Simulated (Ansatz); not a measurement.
**A computed series for Mg2Ge: response to strain**

Base system: Mg₂Ge in the anti-fluorite structure (space group Fm-3m, No. 225; a = 6.286 Å). Axes: x, y, z lie along the cube axes.

Strains are applied to the cell and any free atomic positions relax; under biaxial strain the out-of-plane vector relaxes too.

The values are results of Kohn–Sham DFT with the LDA functional, run in Ansatz (a first-principles code) with PAW and 420 eV plane waves, no spin-orbit coupling, not measurements.

Candidates:
(a) biaxial strain −2.50 %, plane normal [111], relaxed out of plane
(b) biaxial strain −0.83 %, plane normal [111], relaxed out of plane
(c) biaxial strain +2.08 %, plane normal [111], relaxed out of plane

Notes on the quantities. energy relative to the base: free energy F.

Question: Order them by energy relative to the base, lowest first.

Answer: (b) biaxial strain −0.83 %, plane normal [111], relaxed out of plane (+1.2 meV/atom), (c) biaxial strain +2.08 %, plane normal [111], relaxed out of plane (+7.0 meV/atom), (a) biaxial strain −2.50 %, plane normal [111], relaxed out of plane (+11 meV/atom)

Whether these cells are dynamically stable was not tested. The final runs are not spin-polarised.
